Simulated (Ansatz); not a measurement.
**How far PBE and r2SCAN part for BaZrO3, Zr → Hf**

Take BaZrO3 in the cubic perovskite structure (space group Pm-3m, No. 221; a = 4.227 Å) as the base.

(Cell as relaxed with PBE.)

Levels (all Ansatz, an electronic-structure program, PAW): PBE (420 eV, no spin-orbit coupling); r2SCAN (500 eV, no spin-orbit coupling).

Each level relaxes its own structure.

```tsv
base	PBE	r2SCAN
volume per atom	15.11 Å³	14.87 Å³
lattice parameter a	4.227 Å	4.205 Å
band gap	3.18 eV	3.73 eV
```

One thing is altered: Hf takes the place of Zr on all its sites, then cell and atoms are relaxed.

| quantity | PBE | r2SCAN |
|---|---|---|
| shift of the gap caused by the change | +0.44 eV | … |
| electron mass (degenerate bands, along [100]) | 0.35, 0.35, 2.3 mₑ (at Γ) | … |
| band gap | 3.62 eV | … |

Q: Predict the r2SCAN column.

A: 
- shift of the gap caused by the change, r2SCAN: +0.46 eV
- electron mass (degenerate bands, along [100]), r2SCAN: 0.35, 0.35, 2.3 mₑ (at Γ)
- band gap, r2SCAN: 4.19 eV

PBE's band gap lies 0.57 eV below r2SCAN's; the two agree on the electron mass. Neither level is exact; r2SCAN is the comparison here, not a measurement.

With Hf present, leaving out spin-orbit coupling can change the band edges. Masses are band curvatures over ±0.01 Å⁻¹ around the edge. Whether these cells are dynamically stable was not tested.
